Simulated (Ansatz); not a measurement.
NbN (P6_3/mmc), Ansatz (a first-principles code) with PBEsol, DFPT electron-phonon coupling, linearised Boltzmann equation. Phonon-limited resistivity 12.7 μΩ·cm at 300 K along z (a = (2.96, 0.00, 0.00) Å; b = (-1.48, 2.56, 0.00) Å; c = (0.00, 0.00, 5.51) Å), current-weighted mean free path 13.7 nm, Drude plasma energy 3.90 eV.

### Question
What is the classical skin depth at 1 GHz (nonmagnetic, μ₀ = 1.257×10⁻⁶ H/m)?

### Answer
δ = √(ρ/(π f μ₀)) = 5670 nm.

### Question
What Drude relaxation time do resistivity and plasma energy imply?

### Answer
ω_p = 5.93e15 s⁻¹, so τ = 1/(ε₀ ω_p² ρ) = 25.3 fs, a damping ħ/τ of 26.0 meV.

### Question
Estimate the resistivity of a 40 nm square wire with diffuse walls from ρ ≈ ρ₀(1 + 3ℓ/4d).

### Answer
1 + 0.75 × 13.7/40 = 1.26, so ρ ≈ 16.0 μΩ·cm and a line 1 μm long has 99.8 Ω. The formula is the free-electron limit for d well above ℓ; grain boundaries add to it.

A metal at this level (no band gap). Only scattering by harmonic phonons is included (no impurities, grain boundaries, electron-electron scattering or thermal expansion). Spin-orbit coupling is left out. Halving the electron mesh (32x32x16) moves the resistivity by up to 3 % at 300 K, the mean free path by up to 4 %. Smearing 0.20 eV; phonons on a 5x5x3 q mesh, which this run doesn't test.
